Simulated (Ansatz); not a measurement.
**The (30-32) surface of hcp Be in its 1x1 cell, outermost plane spacing 0.61 Å in the ideal cut**

Level of theory: PBE (plane waves to 420 eV, PAW; Ansatz, an electronic-structure program).

Model: 36-atom slab, 10.4 Å thick at the start (thin: gaps and levels are the slab's own), 16x4x1 mesh, Fermi-Dirac 0.1 eV, dipole correction, all atoms relaxed; held to the start's symmetry, so lower structures may exist; no spin, no spin-orbit, no U.

```yaml
surface energy (mean of both faces): 1.92 J/m^2
surface_energy_before_relaxation: 1.98 J/m²
work_function_of_the_top_face: 4.91 eV
energy_released_by_relaxation: 0.19 eV
cost: very roughly 5 core-minutes
```
